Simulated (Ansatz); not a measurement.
Consider ZnO in the wurtzite structure (space group P6_3mc, No. 186).

```cif
data_O2Zn2
_chemical_formula_sum 'Zn2 O2'
_space_group_name_H-M_alt 'P63mc'
_space_group_IT_number 186
_space_group_name_Hall 'P 6c -2c'
_cell_length_a 3.27991
_cell_length_b 3.27991
_cell_length_c 5.29408
_cell_angle_alpha 90.000
_cell_angle_beta 90.000
_cell_angle_gamma 120.000
loop_
_atom_site_label
_atom_site_type_symbol
_atom_site_symmetry_multiplicity
_atom_site_Wyckoff_symbol
_atom_site_fract_x
_atom_site_fract_y
_atom_site_fract_z
_atom_site_occupancy
Zn1 Zn 2 b 0.66667 0.33333 0.00214 1
O1 O 2 b 0.33333 0.66667 0.12306 1
```

Computed with PBE/PAW in Ansatz (a first-principles code), spin-orbit coupling left out, earlier PAW set.

Base values:

```
Quantity                Value
-------------  --------------
Density            5.48 g/cm³
Band gap              0.74 eV
Electron mass  0.14 mₑ (at Γ)
```

It is then changed as follows: hydrostatic tension (pressure −2 GPa).

### Question
Estimate the effect on the density, band gap and electron mass.

### Answer
The density drops by 0.09 g/cm³ (5.48 g/cm³ → 5.39 g/cm³); the band gap drops by 0.02 eV, from 0.74 eV to 0.72 eV; the electron mass becomes 0.13 mₑ (at Γ) (base: 0.14 mₑ (at Γ)).

Load acts through the strain it causes; cell and atoms are relaxed under it. Effective masses come from finite differences of ±0.01 Å⁻¹. Stability against distortions was not tested.
